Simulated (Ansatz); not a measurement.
For SnO (model structure, started from the MnP type, Pnma, No. 62, 8 atoms in the cell), PBEsol (PAW; Ansatz, an electronic-structure program) gives:

volume per atom: 19.19 Å³/atom
formation enthalpy: -1.122 eV/atom

### Question
What does PBE-D3(BJ) (Ansatz, PAW) give for the same quantities?

### Answer

- equilibrium volume per atom: 19.17 Å³/atom (hardly moves)
- formation enthalpy: -1.126 eV/atom (moves by -0.004 eV/atom)

Changes are worked out from the printed values.

Unless a cell is named, each level is at its own relaxed cell (PBEsol 19.19, PBE-D3(BJ) 19.17 Å³/atom).

Levels without +SOC leave out spin–orbit coupling, which shifts energies and cells of such heavy elements.

Ansatz's density-functional and Hartree–Fock values are scalar-relativistic unless marked +SOC, with PAW data made under PBE.

A model structure was made by putting elements into a prototype or built by hand; it is no filed structure, need not be a known phase, and can be a saddle point held by its symmetry.
